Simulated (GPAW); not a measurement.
GPAW run on CaCo₂Ge₂ (I4/mmm, 5 atoms in the cell): self-consistent single point.

Computed with PBEsol, GPAW PAW datasets PBEsol (made by gpaw-setup) (plane waves; GPAW).

```xyz
5
Lattice="-2.0046 2.0046 5.2281 2.0046 -2.0046 5.2281 2.0046 2.0046 -5.2281" Properties=species:S:1:pos:R:3 pbc="T T T"
Ca     0.0000     0.0000     0.0000
Co     2.0046     0.0000     2.6140
Co     0.0000     2.0046     2.6140
Ge     0.0000     0.0000     3.8384
Ge     0.0000     0.0000     6.6177
```

Reference input (self-consistent single point, DFT LDA (Perdew-Wang 92), plane waves, GPAW PAW datasets LDA (gpaw-data 1.0.1)): mode = pw; ecut = 800 eV; xc = LDA; kpts = 7 7 7; mesh shift (steps) = 0 0 0; occupations.name = fermi-dirac; occupations.width = 0.05 eV; nbands = -11; convergence.density = 1e-05 e/electron; symmetry.symmorphic = false; symmetry.tolerance = 0.0005; maxiter = 120. This run's input differs from it in these lines:

```diff
@@ -16,3 +16,3 @@
 calc = GPAW(mode=PW(800),
-            xc='LDA',
+            xc='PBEsol',
             kpts=(7, 7, 7),
```

Its files differ too (potentials: GPAW PAW datasets PBEsol (made by gpaw-setup)).

Output, abridged:

```
     iter     time        total  log10-change:
                         energy   eigst   dens
iter:   1 --:--:--   -34.054597
iter:   2 --:--:--   -32.952289   -0.50  -1.12
iter:   3 --:--:--   -32.673421   -1.19  -1.27
iter:   4 --:--:--   -32.586032   -1.68  -1.36
iter:   5 --:--:--   -32.546208   -1.81  -1.63
iter:   6 --:--:--   -32.525656   -2.60  -1.84
iter:   7 --:--:--   -32.507508   -2.89  -2.08
iter:   8 --:--:--   -32.511743   -3.20  -2.61
iter:   9 --:--:--   -32.506581c  -3.36  -2.53
iter:  10 --:--:--   -32.506599c  -4.62  -3.15
iter:  11 --:--:--   -32.506623c  -4.70  -3.20
iter:  12 --:--:--   -32.506525c  -5.13  -3.30
iter:  13 --:--:--   -32.506537c  -5.49  -3.71
iter:  14 --:--:--   -32.506526c  -6.31  -3.63
iter:  15 --:--:--   -32.506525c  -6.93  -3.74
iter:  16 --:--:--   -32.506527c  -6.63  -3.76
iter:  17 --:--:--   -32.506525c  -6.73  -4.14
iter:  18 --:--:--   -32.506525c  -7.67c -4.80
iter:  19 --:--:--   -32.506525c  -8.31c -4.85
iter:  20 --:--:--   -32.506525c  -8.73c -5.00c
Converged after 20 iterations.

Dipole moment: (-0.000000, -0.000000, 0.000000) |e|*Ang

Energy contributions relative to reference atoms: (reference = -208336.793439)

Kinetic:        +44.125600
Potential:      -34.881270
External:        +0.000000
XC:             -40.978719
Entropy (-ST):   -0.018148
Local:           -0.763062
SIC:             +0.000000
--------------------------
Free energy:    -32.515599
Extrapolated:   -32.506525

Showing only first 2 kpts
 Kpt  Band  Eigenvalues  Occupancy
  0    16      7.48299    1.99412
  0    17      7.48299    1.99412
  0    18      7.65941    1.81745
  0    19      8.86525    0.00000

  1    16      7.03197    2.00000
  1    17      7.27577    1.99991
  1    18      8.04417    0.00902
  1    19      8.29772    0.00006

Fermi level: 7.77431

No gap
   [... lines left out ...]
Energy (eV): -32.506525

Forces in eV/Ang:
  0 Ca   -0.00000    0.00000    0.00000
  1 Co    0.00000    0.00000    0.00000
  2 Co    0.00000    0.00000    0.00000
  3 Ge    0.00000    0.00000   -0.19469
  4 Ge    0.00000    0.00000    0.19469

Stress tensor:
     0.042779     0.000000    -0.000000
     0.000000     0.042779     0.000000
    -0.000000     0.000000     0.038692
Stress (GPa, Voigt): [ 6.854   6.854   6.1991  0.     -0.      0.    ]
```

The run converged in 20 iterations. GPAW prints stress with tension positive. Against the reference run the pressure goes from -10.36 to -6.64 GPa and the largest force goes from 0.438 to 0.195 eV/Å.

The starting cell comes from a database of computed structures (which also holds hypothetical and non-ambient phases and stackings), without a prior relaxation at this level. Its lattice was rescaled by a random factor within 2.5 % of one. Spin polarisation is off. With a pressure of about -7 GPa the cell is away from its equilibrium volume at this level.

Cost on one core of a shared machine: roughly 2 min.
